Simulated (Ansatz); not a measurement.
```
MoP
1.0
    3.17990     0.00000     0.00000
   -1.58995     2.75388     0.00000
    0.00000     0.00000     3.16162
Mo P
1 1
Direct
  0.00000   0.00000   0.00000
  0.66667   0.33333   0.50000
```

The cell was generated from a structure type, relaxed within its symmetry, and need not be the phase found at ambient conditions. The run noted for some of its cells that some bands missed the eigensolver's tolerance. The pressure is 5 GPa. The structure is held there; whether it is the stable one at that pressure was not tested.

**Question.** By how much do the lattice constants and the volume change from 300 K to 700 K (the quasi-harmonic free energy, Ansatz, a program for electronic structure, PBEsol functional, plane-wave PAW), and how far does the bulk modulus soften?

**Answer.** a by 0.22 %, c by 0.23 %, the volume by 0.66 %; B_T goes from 249 to 241 GPa. Whether this phase is the stable one at each condition was not tested.

The PAW data sets were generated under PBE and serve the other functionals too.
